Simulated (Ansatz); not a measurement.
The reference is MgS in the rock salt structure (space group Fm-3m, No. 225; a = 5.182 Å).

Level of theory: Ansatz (an electronic-structure program), PBEsol, PAW, cutoff 420 eV, spin-orbit coupling left out.

Carriers are added at fixed cell with a uniform background; the Fermi–Dirac width is that of 300 K.

One change was made to it. Results:

| quantity | base | after |
|---|---|---|
| Fermi level relative to the doped band's edge (positive inside the band; to 0.05 eV) | – | +0.10 eV |
| valley order (the lowest conduction-band minima on the path, energy above the VBM, named in the base's zone) | X along ⟨100⟩ 2.73 eV; Γ 3.69 eV | X along ⟨100⟩ 2.76 eV; Γ 3.71 eV |

Problem. Which of these changes matches the shifts?
A. electrons 1.0×10^21 cm⁻³
B. electrons 2.0×10^21 cm⁻³
C. electrons 5.0×10^20 cm⁻³
D. electrons 3.0×10^21 cm⁻³
E. holes 1.0×10^21 cm⁻³

Solution. E, holes 1.0×10^21 cm⁻³. For comparison, the Fermi level from band edge in the other runs: electrons 2.0×10^21 cm⁻³ gives +0.65 eV; electrons 5.0×10^20 cm⁻³ gives +0.30 eV; electrons 3.0×10^21 cm⁻³ gives +0.85 eV; electrons 1.0×10^21 cm⁻³ gives +0.45 eV.

Carriers are added with a uniform compensating background; total energy and stress of such cells depend on the potential's zero and are not compared; many-body gap narrowing is missing at this level. The levels and masses belong to the bands next to the band gap. Stability against distortions was not tested. The base started in P3_121 and relaxed to Fm-3m at this level.
